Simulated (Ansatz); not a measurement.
## CsCl-type PdIn

Calculation: HSE06 (plane waves, PAW; Ansatz, a program for electronic structure).

Numerical settings: plane-wave cutoff 460 eV, 8×8×8 k mesh, Fermi–Dirac smearing 0.05 eV, scalar-relativistic PAW data made under PBE.

Cell (relaxed at this level):

InPd is modelled in the cubic space group Pm-3m (No. 221), the CsCl type structure, Pearson symbol cP2. Lattice parameters: a = 3.2695 Å, b = 3.2695 Å, c = 3.2695 Å, α = 90.00°, β = 90.00°, γ = 90.00°. In on 1b is coordinated by 8 Pd at 2.832 Å and 6 In at 3.270 Å. Pd on 1a is coordinated by 8 In at 2.832 Å and 6 Pd at 3.270 Å. (Neighbours: up to the widest gap in distance over summed covalent radii, below 1.35, at either atom.)

| Item | Value |
|---|---|
| bulk modulus | 129 GPa |
| pressure derivative B′ of the bulk modulus | 5.5 |

Spin–orbit coupling is not included.

Computing time: roughly 20 core-minutes.
